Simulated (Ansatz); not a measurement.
## How the smallest direct gap on the k points sampled of ZnO2 (Pa-3, No. 205, 12 atoms in the cell; start mp-8484) moves with the method

No measured value is used here.

```
level (code)                                 value (eV)
-------------------------------------------  ----------
LDA (Ansatz)                                       2.34
PBEsol (Ansatz)                                    2.37
r²SCAN (Ansatz)                                    3.07
dielectric-dependent PBEsol hybrid (Ansatz)        5.14
HSE06 (Ansatz)                                     4.65
PBE0 (Ansatz)                                      5.42
```

At these levels the smallest gap is indirect and lower: LDA 2.19, PBEsol 2.23, r²SCAN 2.91, dielectric-dependent PBEsol hybrid 4.97, HSE06 4.49, PBE0 5.25 eV. Computed values are for a static lattice.  Values are at the PBEsol cell. Cutoffs and k meshes differ between the levels. Ansatz's density-functional and Hartree–Fock values are scalar-relativistic unless marked +SOC, with PAW data made under PBE.

A start named mp-… is a Materials Project structure, which need not be a measured phase.

Ansatz is a first-principles code.
